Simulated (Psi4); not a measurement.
Psi4 1.11, M06-2X/def2-svpd: W(O)(NH)(Cl)(NH2) ([NH]=[W]([NH2])(=[O])[Cl]), 8 atoms. The geometry is a generated start, not checked to be a minimum at this level.

```
Property                                                  Result
-------------------------------  -------------------------------
task                                                    gradient
method                                                    m06-2x
basis                                                  def2-svpd
memory                                                      7 GB
scf_type                                            df (default)
guess                             auto, which took SAD (default)
diis_max_vecs                                       10 (default)
scf_initial_accelerator                          adiis (default)
e_convergence                                    1e-08 (default)
d_convergence                                    1e-08 (default)
effective core potentials        those of the basis set, past Kr
basis functions (reference run)                              149
grid points (reference run)                              1474462
```

```xyz
8

W      0.2496     0.4951    -0.2965
O      1.7157     1.1567     0.2046
N      0.3903    -0.7891    -1.5233
H      0.7796    -1.4555    -2.1915
Cl    -1.0152     2.1162    -1.1005
N     -0.6296    -0.3073     1.2895
H     -1.0830    -1.2226     1.3732
H     -0.4075     0.0066     2.2445
```

The reference run has dft_radial_points = 200, dft_spherical_points = 974, dft_pruning_scheme = none (default); it is not itself proven converged. One run each, on a shared machine, so no times are given.

Settings tried, all else as in the reference:
- dft_radial_points = 25, dft_spherical_points = 50
- dft_radial_points = 75 (default), dft_spherical_points = 302 (default)
- dft_radial_points = 75 (default), dft_spherical_points = 434
- dft_radial_points = 50, dft_spherical_points = 194
- dft_radial_points = 99, dft_spherical_points = 590, dft_pruning_scheme = treutler
- dft_radial_points = 75 (default), dft_spherical_points = 302 (default), dft_pruning_scheme = robust
- dft_radial_points = 99, dft_spherical_points = 590
- dft_radial_points = 150, dft_spherical_points = 770
- dft_radial_points = 75 (default), dft_spherical_points = 302 (default), dft_pruning_scheme = treutler
- dft_radial_points = 99, dft_spherical_points = 590, dft_pruning_scheme = robust
- dft_radial_points = 35, dft_spherical_points = 110

Which settings reproduce the reference to 10 meV/atom in energy, 100 meV/Å in forces (largest component)?

Within it: dft_radial_points = 150, dft_spherical_points = 770. At the edge (between 0.75 and 1.33 times the tolerance): dft_radial_points = 50, dft_spherical_points = 194. Outside: dft_radial_points = 99, dft_spherical_points = 590, dft_pruning_scheme = treutler; dft_radial_points = 99, dft_spherical_points = 590; dft_radial_points = 99, dft_spherical_points = 590, dft_pruning_scheme = robust; dft_radial_points = 75 (default), dft_spherical_points = 302 (default), dft_pruning_scheme = treutler; dft_radial_points = 75 (default), dft_spherical_points = 302 (default); dft_radial_points = 75 (default), dft_spherical_points = 302 (default), dft_pruning_scheme = robust; dft_radial_points = 75 (default), dft_spherical_points = 434; dft_radial_points = 35, dft_spherical_points = 110; dft_radial_points = 25, dft_spherical_points = 50.

| setting | grid points | energy against the reference | difference in forces (largest component) |
|---|---|---|---|
| the reference | 1474462 | — | — |
| dft_radial_points = 150, dft_spherical_points = 770 | 878889 | −0.0039 meV/atom | 2.0 meV/Å |
| dft_radial_points = 50, dft_spherical_points = 194 | 75433 | +4.7 meV/atom | 130 meV/Å |
| dft_radial_points = 99, dft_spherical_points = 590, dft_pruning_scheme = treutler | 261341 | +3.5 meV/atom | 180 meV/Å |
| dft_radial_points = 99, dft_spherical_points = 590 | 446369 | +3.6 meV/atom | 180 meV/Å |
| dft_radial_points = 99, dft_spherical_points = 590, dft_pruning_scheme = robust | 330053 | +3.6 meV/atom | 180 meV/Å |
| dft_radial_points = 75 (default), dft_spherical_points = 302 (default), dft_pruning_scheme = treutler | 106320 | +18 meV/atom | 480 meV/Å |
| dft_radial_points = 75 (default), dft_spherical_points = 302 (default) | 173752 | +18 meV/atom | 480 meV/Å |
| dft_radial_points = 75 (default), dft_spherical_points = 302 (default), dft_pruning_scheme = robust | 126648 | +18 meV/atom | 480 meV/Å |
| dft_radial_points = 75 (default), dft_spherical_points = 434 | 249524 | +18 meV/atom | 480 meV/Å |
| dft_radial_points = 35, dft_spherical_points = 110 | 30046 | −58 meV/atom | 1100 meV/Å |
| dft_radial_points = 25, dft_spherical_points = 50 | 9779 | +310 meV/atom | 1100 meV/Å |

Total energies are compared; such shifts often cancel in part in energy differences. The gradients leave out the derivatives of the grid weights. No test of the SCF solution's stability was run. The tolerance is a choice made for this comparison.
